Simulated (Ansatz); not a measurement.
Output of an Ansatz run (abridged):

```
WARN ansatz: RAYON_NUM_THREADS=1 ignored (pool sized by the plan → 1); use --threads N
Pseudopotentials: kind: paw
Pseudopotential: Na, paw, valence charge 9
Pseudopotential: Au, paw, valence charge 19
Crystal: 6 atoms, lattice volume = 121.664 Å³
Basis set: ecut = 420.4159175005146 eV, 2421 PW (Γ), exchange–correlation on 80×80×80 points (8 copies of the dense FFT grid, shifted against one another)
Bands: 57, of which v1, the nominal top of the filled ones, is band 47 counted from 1 (46 counted from 0)
Symmetry: 6 space group operations
Space group: R3m (ITA 160), of the structure as read, at distance tolerance 5.0e-5 Å
k-points: 19 of 125 (time reversal used)
PAW frozen core: Na, regenerated for the run's functional, and the local potential with it
PAW frozen core: Au, regenerated for the run's functional, and the local potential with it
Initial density: superposition of atomic densities (neutral atoms: chi_scale 0, normalization atom), corrected by the library's trained network
Initial wavefunctions: pseudopotential atomic-orbital guess
Eigensolver: davidson
Functional: x = pbesol(κ = 0.804, μ = 0.12345679012345678), c = pbesol(β = 0.046)
SCF iter   1: F=—  HF=-54982.192668 eV  |F-HF|=—  |Δ(HF+E_count)|=         —  Δρ=4.20e-3  dr2=2.00e-2  ethr=1.77e-3  ⟨swp⟩=6.1  Hψ=3756  notcnv=0  defer=25
all-band conjugate gradients solve this SCF's bands
preconditioner: auto → Resta (q_TF=auto, 2.613 Å⁻¹)
SCF iter   2: F=—  HF=-54982.189407 eV  |F-HF|=—  |Δ(HF+E_count)|=   3.26e-3  Δρ=1.36e-3  dr2=1.25e-3  ethr=2.12e-5  ⟨swp⟩=2.2  Hψ=1784  notcnv=0  defer=27
SCF iter   3: F=—  HF=-54982.189173 eV  |F-HF|=—  |Δ(HF+E_count)|=   2.34e-4  Δρ=4.76e-4  dr2=1.12e-4  ethr=1.33e-6  ⟨swp⟩=2.2  Hψ=1423  notcnv=0  defer=27
SCF iter   4: F=—  HF=-54982.189182 eV  |F-HF|=—  |Δ(HF+E_count)|=   8.79e-6  Δρ=5.40e-5  dr2=2.18e-6  ethr=1.19e-7  ⟨swp⟩=2.0  Hψ=1910  notcnv=0  defer=27
SCF iter   5: F=—  HF=-54982.189226 eV  |F-HF|=—  |Δ(HF+E_count)|=   4.41e-5  Δρ=1.33e-5  dr2=2.18e-7  ethr=2.32e-9  ⟨swp⟩=2.4  Hψ=1631  notcnv=0  defer=27
SCF iter   6: F=-54982.189226 eV  HF=-54982.189226 eV  |F-HF|=8.07e-9  |Δ(HF+E_count)|=   3.12e-8  Δρ=3.66e-6  dr2=2.09e-8  ethr=1.06e-10  ⟨swp⟩=9.7  Hψ=4539  notcnv=0
SCF 1 converged in 6 iterations: F = -54982.189226 eV  dr2 = 2.09e-8
SCF converged after 6 iterations
Free energy (F): -54982.189226 eV
Harris-Foulkes:  -54982.189226 eV  (|F-HF|=8.07e-9)
Internal energy: -54982.160674 eV  (E = F + TS)
E sigma→0 (E₀):  -54982.174950 eV
Entropy (-TS):   -0.028553 eV (-4.759 meV/atom)
Fermi energy:    12.845202 eV
--- Per-component energies (eV) ---
  E_band       = -1718.520775
  E_kinetic    = 2660.428965
  E_local      = -12159.659928  (includes V_loc(G=0)·N_el)
  E_nonlocal   = 537.475315
  E_hartree    = 4986.369309
  E_xc         = -983.561494
  E_vxc        = -1198.224440  (∫ρ·V_xc dr)
  E_paw        = -38768.073259  (= ΣΔE_a)
  E_vpaw       = -1531.293056  (= ΣTr[D̂ρ^β])
  E_aug_tail   = 0.005461  (compensation charges beyond the density's cutoff)
  E_ewald      = -11256.492348
  E_core_change = 1.347304  (= ΣΔE_core)
  E_smearing   = -0.028553  (= −TS)
  E_closure    = -0.000000  (closes the sum)
  Σ components = -54982.189226   (vs F -54982.189226, Δ=0.00e0)
--- Forces (eV/Å), atoms counted from 1 ---
  atom   1  Na    -0.04696912    -0.04696912    -0.04696912
  atom   2  Na     0.01283868     0.01283868     0.01283868
  atom   3  Au     0.00838378     0.01828888     0.00838378
  atom   4  Au    -0.00090645    -0.00090645    -0.00090645
  atom   5  Au     0.01828888     0.00838378     0.00838378
  atom   6  Au     0.00838378     0.00838378     0.01828888
  max |Σ_I F_I| component: 1.96e-5 eV/Å
--- Stress (GPa, compression-positive) ---
       -2.262029      -0.009960      -0.009960
       -0.009960      -2.262029      -0.009960
       -0.009960      -0.009960      -2.262029
  P = ⅓ Tr σ = -2.2620 GPa (-22.620 kbar)
  The stress holds the Pulay correction. Without it, at fixed plane waves, as pw.x and ABINIT print it: P = -2.2903 GPa
--- Band table (eV; the first three rows and the last of 19) ---
  k-point 0: bands = ["-93.0672", "-93.0549", "-93.0505", "-93.0505", "-44.6993", "-44.5228", "-44.5199", "-44.5199", "-44.4484", "-44.4484", "-44.3697", "-44.3677", "-44.3677", "-44.3546", "-44.3546", "-44.3486", "-39.2256", "-39.2208", "-11.3301", [...]
  k-point 1: bands = ["-93.0664", "-93.0548", "-93.0514", "-93.0505", "-44.6828", "-44.5192", "-44.5155", "-44.5137", "-44.4443", "-44.4437", "-44.3863", "-44.3741", "-44.3720", "-44.3610", "-44.3575", "-44.3525", "-39.2252", "-39.2211", "-11.3311", [...]
  k-point 2: bands = ["-93.0648", "-93.0545", "-93.0533", "-93.0505", "-44.6515", "-44.5147", "-44.5047", "-44.5038", "-44.4300", "-44.4269", "-44.4215", "-44.3979", "-44.3944", "-44.3644", "-44.3614", "-44.3532", "-39.2245", "-39.2219", "-11.3325", [...]
  k-point 18: bands = ["-93.0616", "-93.0599", "-93.0511", "-93.0505", "-44.6289", "-44.5402", "-44.4911", "-44.4868", "-44.4376", "-44.4299", "-44.4141", "-44.4022", "-44.3985", "-44.3752", "-44.3671", "-44.3532", "-39.2243", "-39.2221", [...]
```

The structure:

```
CELL_PARAMETERS angstrom
      0.00000     3.93288     3.93288
      3.93288     0.00000     3.93288
      3.93288     3.93288     0.00000
ATOMIC_POSITIONS crystal
  Na 0.75367 0.75367 0.75367
  Na 0.50000 0.50000 0.50000
  Au 0.12500 0.62500 0.12500
  Au 0.12500 0.12500 0.12500
  Au 0.62500 0.12500 0.12500
  Au 0.12500 0.12500 0.62500
```

**Question.** Reconstruct the input of this run.

**Answer.** Other spellings and defaults could give the same log, and not every line can be read from it. The input that was run (DFT, PBEsol, plane waves, default PAW files made with PBE):

Ansatz 0.2 input:
```yaml
# NaAu2
crystal:
  lattice:
    - [0.00000000, 3.93287800, 3.93287800]
    - [3.93287800, 0.00000000, 3.93287800]
    - [3.93287800, 3.93287800, 0.00000000]
  atoms:
    - { symbol: Na, position: [0.75367000, 0.75367000, 0.75367000] }
    - { symbol: Na, position: [0.50000000, 0.50000000, 0.50000000] }
    - { symbol: Au, position: [0.12500000, 0.62500000, 0.12500000] }
    - { symbol: Au, position: [0.12500000, 0.12500000, 0.12500000] }
    - { symbol: Au, position: [0.62500000, 0.12500000, 0.12500000] }
    - { symbol: Au, position: [0.12500000, 0.12500000, 0.62500000] }
basis:
  ecutwfc: 30.9 Ry
kpoints:
  mp_grid: { grid: [5, 5, 5] }
hamiltonian:
  xc: pbesol
  pseudopotentials: { kind: paw }
scf:
  occupations: { method: fermi_dirac, width: 0.0073 Ry }
output:
  forces: true
  eigenvalues: true
  stress: true
```

The starting cell comes from a database of computed structures (which also holds hypothetical and non-ambient phases and stackings), without a prior relaxation at this level. Its lattice was rescaled by up to half a per cent. One atom was moved a little off its site on purpose. Spin-orbit coupling is off. Ansatz's pressure includes its estimate of the finite-basis (Pulay) stress.

Ansatz is an electronic-structure program.
